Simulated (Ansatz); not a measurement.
Ansatz (an electronic-structure program) run on the (001) slab of Lu2SeO2 (cut from a parent of space group no. 164; 5 atoms in the cell): self-consistent single point.

Method: PBEsol, default PAW files made with PBE (plane waves; Ansatz).

The change in words: vacuum of 10 angstrom (first run: 14 Å). Reference geometry:
```
Lu2O2Se
1.0
    3.72723     0.00000     0.00000
   -1.86361     3.22787     0.00000
    0.00000     0.00000    18.99871
Lu Se O
2 1 2
Direct
  0.33333   0.66667   0.60289
  0.66667   0.33333   0.39712
  0.00000   0.00000   0.50000
  0.33333   0.66667   0.36845
  0.66667   0.33333   0.63155
```

Reference input (self-consistent single point, DFT, PBEsol, plane waves, default PAW files made with PBE): basis.ecutwfc = 420 eV; kpoints.mp_grid.grid = 7 7 1; hamiltonian.xc = pbesol; hamiltonian.pseudopotentials = {kind: paw} (the program's default PAW files); scf.occupations.method = fermi_dirac; scf.occupations.width = 0.02 eV. This run's input differs from it in these lines:

Ansatz 0.2 input:
```diff
@@ -4,9 +4,9 @@
     - [-1.863614, 3.227874, 0.000000]
-    - [0.000000, 0.000000, 18.998706]
+    - [0.000000, 0.000000, 14.998712]
   atoms:
-    - { symbol: Lu, position: [0.333333, 0.666667, 0.602889] }
-    - { symbol: Lu, position: [0.666667, 0.333333, 0.397117] }
-    - { symbol: Se, position: [0.000000, 0.000000, 0.500003] }
-    - { symbol: O, position: [0.333333, 0.666667, 0.368446] }
-    - { symbol: O, position: [0.666667, 0.333333, 0.631554] }
+    - { symbol: Lu, position: [0.333333, 0.666667, 0.630328] }
+    - { symbol: Lu, position: [0.666667, 0.333333, 0.369679] }
+    - { symbol: Se, position: [0.000000, 0.000000, 0.500004] }
+    - { symbol: O, position: [0.333333, 0.666667, 0.333362] }
+    - { symbol: O, position: [0.666667, 0.333333, 0.666638] }
 basis:
```

Output, abridged:

```
SCF iter   1: F=—  HF=-35777.603989 eV  |F-HF|=—  |Δ(HF+E_count)|=         —  Δρ=7.61e-3  dr2=1.02e-1  ethr=1.77e-3  ⟨swp⟩=7.2  Hψ=1701  notcnv=0
all-band conjugate gradients solve this SCF's bands
preconditioner: auto → Resta (q_TF=auto, 2.372 Å⁻¹)
SCF iter   2: F=—  HF=-35777.580902 eV  |F-HF|=—  |Δ(HF+E_count)|=   2.31e-2  Δρ=3.05e-3  dr2=1.46e-2  ethr=1.31e-4  ⟨swp⟩=3.5  Hψ=890  notcnv=0  defer=18
   [... lines left out ...]
SCF iter   6: F=—  HF=-35777.578878 eV  |F-HF|=—  |Δ(HF+E_count)|=   1.78e-4  Δρ=7.61e-5  dr2=8.54e-6  ethr=4.14e-8  ⟨swp⟩=3.0  Hψ=907  notcnv=0  defer=18
SCF iter   7: F=—  HF=-35777.578873 eV  |F-HF|=—  |Δ(HF+E_count)|=   5.20e-6  Δρ=5.33e-5  dr2=2.68e-6  ethr=1.10e-8  ⟨swp⟩=3.0  Hψ=815  notcnv=0  defer=18
SCF iter   8: F=—  HF=-35777.578871 eV  |F-HF|=—  |Δ(HF+E_count)|=   2.65e-6  Δρ=1.94e-5  dr2=2.67e-7  ethr=3.44e-9  ⟨swp⟩=3.1  Hψ=922  notcnv=0  defer=18
SCF iter   9: F=-35777.578871 eV  HF=-35777.578871 eV  |F-HF|=1.20e-8  |Δ(HF+E_count)|=   5.13e-8  Δρ=6.23e-6  dr2=2.78e-8  ethr=1.28e-10  ⟨swp⟩=14.1  Hψ=2458  notcnv=0
SCF 1 converged in 9 iterations: F = -35777.578871 eV  dr2 = 2.78e-8
Free energy (F): -35777.578871 eV
Internal energy: -35777.578871 eV  (E = F + TS)
E sigma→0 (E₀):  -35777.578871 eV
Fermi energy:    4.816430 eV
--- Forces (eV/Å), atoms counted from 1 ---
  atom   1  Lu     0.00000000    -0.00000000    -0.29673999
  atom   2  Lu     0.00000000     0.00000000     0.29673999
  atom   3  Se     0.00000000     0.00000000     0.00000000
  atom   4  O      0.00000000    -0.00000000    -0.15833158
  atom   5  O      0.00000000     0.00000000     0.15833158
--- Stress (GPa, compression-positive) ---
       -6.458357       0.000000      -0.000000
        0.000000      -6.458357       0.000000
       -0.000000      -0.000000      -0.327704
  P = ⅓ Tr σ = -4.4148 GPa (-44.148 kbar)
  The stress holds the Pulay correction. Without it, at fixed plane waves, as pw.x and ABINIT print it: P = -4.5912 GPa
```

The run converged in 9 iterations. Against the reference run the free energy stays essentially unchanged (within 1 meV/atom), the largest force stays at 0.297 eV/Å and the gap on the mesh goes from 2.206 to 2.186 eV.

The starting cell comes from a database of computed structures (which also holds hypothetical and non-ambient phases and stackings), without a prior relaxation at this level. The slab is cut from that crystal, and its faces are unrelaxed. Its lattice was rescaled by up to half a per cent. Spin-orbit coupling is off. Spin polarisation is off, though cut faces can carry moments; a gap of a slab can lie between surface states.
